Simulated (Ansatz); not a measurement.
**AlN under a change: electrons 1.0×10^22 cm⁻³**

Take AlN in the wurtzite structure (space group P6_3mc, No. 186; a = 3.114 Å, c = 4.983 Å) as the base.

One thing is altered: 0.418 electrons added to each cell, a density of 1.0×10^22 cm⁻³, with a uniform compensating background at fixed cell and a 300 K Fermi–Dirac width.

Calculations: PBEsol in Ansatz (plane waves to 420 eV, PAW, no SOC), earlier PAW set. Settings: 22×22×12 k-points, 0.0259 eV Fermi–Dirac smearing.

The gap between the host's bands decreases by 0.05 eV (4.10 eV → 4.05 eV) and the gap character remains direct at Γ. The Fermi level relative to the doped band's edge (positive inside the band; to 0.05 eV) is +1.30 eV.

Cost of the whole job for the changed cell (relaxation, final SCF and bands): very roughly 90 core-seconds.

Charged cell with a jellium background: band edges are those of the host's band count, energies are not comparable with the neutral cell, and many-body gap narrowing is missing. Stability against distortions was not tested.

Ansatz is an electronic-structure program.
